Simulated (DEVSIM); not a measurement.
Structure: GaAs p-n junction from an implanted or diffused profile, at 300 K.

| layer (left to right) | material | thickness (μm) | Nd (cm⁻³) | τn (s) | τp (s) |
|---|---|---|---|---|---|
| 1 | GaAs | 3.40 | 5.1e14 | 5.8e-8 | 5.8e-8 |

Added acceptor profile: 2.9e17 cm⁻³ × exp(−(x − 0.042 μm)²/(2·(0.036 μm)²)). Left contact: ohmic. Right contact: ohmic. Voltage is applied to the left contact. Recombination: SRH at mid-gap. Mobility is constant in doping.

The device is made up for the run: typed textbook-type constants, with dimensions and the other settings drawn at random. Values at 300 K.

```tsv
parameter	GaAs
gap (eV)	1.424
affinity (eV)	4.07
permittivity	12.9
Nc (cm⁻³)	4.7e17
Nv (cm⁻³)	9e18
μn (cm²/Vs)	8500
μp (cm²/Vs)	400
```

Simulated with DEVSIM: 1D drift-diffusion, Boltzmann statistics, complete ionisation; no tunnelling, impact ionisation, image-force lowering or self-heating.

**Question.** Give the dark forward current.

**Answer.** 
(V (V), J (A/cm²)): (0.05, 5.8e-11); (0.15, 5.9e-10); (0.25, 4.5e-9); (0.35, 3.4e-8); (0.45, 2.6e-7); (0.55, 2.3e-6); (0.65, 3.0e-5); (0.70, 0.00014); (0.80, 0.0046); (0.90, 0.19); (1.00, 7.2); (1.10, 140); (1.20, 880); (1.30, 2300)
